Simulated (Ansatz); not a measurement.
**GaSb: pressure 15 GPa**

Start from GaSb in the zinc blende structure (space group F-43m, No. 216; a = 6.111 Å).

Modification: cell and atoms relaxed at a pressure of 15 GPa.

Calculations: Ansatz (a first-principles code), PBEsol, PAW, cutoff 420 eV, no spin-orbit coupling. Settings: 13×13×13 k-points, 0.05 eV Fermi–Dirac smearing.

| quantity | base | changed | shift |
|---|---|---|---|
| density | 5.57 g/cm³ | 6.72 g/cm³ | +1.15 g/cm³ |
| lattice parameter a | 11.549 bohr | 10.851 bohr | -0.698 bohr |
| shortest interatomic distance | 5.001 bohr | 4.699 bohr | -0.302 bohr |
| enthalpy H = E + PV relative to the base's energy | – | +2.41 eV/atom | – |
| band gap | zero | 0.48 eV | – |
| gap character | absent | indirect, Γ → Γ–X (86 % along) | – |
| electron mass | – | 1.1 mₑ along k, 0.18 mₑ across (off the special points) | – |
| valley order (the lowest conduction-band minima on the path, energy above the VBM, named in the base's zone) | – | a point along ⟨100⟩, about 0.9 Å⁻¹ from Γ 0.48 eV; L along ⟨111⟩ 0.79 eV; Γ 1.41 eV | – |

Final structure:

```
GaSb
1.0
    0.00000     2.87115     2.87115
    2.87115     0.00000     2.87115
    2.87115     2.87115     0.00000
Ga Sb
1 1
Direct
  0.00000   0.00000   0.00000
  0.25000   0.25000   0.25000
```

Cost of the whole job for the changed cell (relaxation, final SCF and bands): about 80 core-seconds (a rough figure).

With Sb present, leaving out spin-orbit coupling can change the band edges. Load acts through the strain it causes; cell and atoms are relaxed under it. Effective masses come from finite differences of ±0.01 Å⁻¹. Along k means along the line from Γ to the band edge. Stability against distortions was not tested. Tetrahedral semiconductors of this kind turn to denser phases somewhere between about 1 and 50 GPa; those were not computed, so compressed cells here can lie past the real transition. The final runs are not spin-polarised. A zero or small gap of GaSb can be the functional's error rather than a property of the material.
